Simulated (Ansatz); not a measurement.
The reference is Ge in the diamond structure (space group Fd-3m, No. 227).

```
CELL_PARAMETERS angstrom
      0.00000     2.83808     2.83808
      2.83808     0.00000     2.83808
      2.83808     2.83808     0.00000
ATOMIC_POSITIONS crystal
  Ge 0.00000 0.00000 0.00000
  Ge 0.25000 0.25000 0.25000
```

Cartesian axes are those of the cell as printed.

All numbers come from PBEsol (Ansatz, a first-principles code; PAW; 420 eV plane waves; no spin-orbit coupling).

Strains are applied to the cell and any free atomic positions relax.

One change was made to it. Results:

```csv
quantity,base,after
energy relative to the base (free energy F),0 meV/atom,+3.3 meV/atom
"pressure (mean of the normal stresses, compression positive)",0.0 GPa,0.0 GPa
```

**Question.** What was done to the base?
(A) tensor shear ε_xy = +0.86 %
(B) tensor shear ε_xy = +0.57 %
(C) tensor shear ε_xy = +1.43 %
(D) tensor shear ε_xy = +1.71 %
(E) tensor shear ε_xy = +1.14 %

**Answer.** C, tensor shear ε_xy = +1.43 %. For comparison, the energy relative to the base in the other runs: tensor shear ε_xy = +0.57 % gives +0.5 meV/atom; tensor shear ε_xy = +0.86 % gives +1.2 meV/atom; tensor shear ε_xy = +1.71 % gives +4.8 meV/atom; tensor shear ε_xy = +1.14 % gives +2.1 meV/atom.

No phonon test of stability was made.
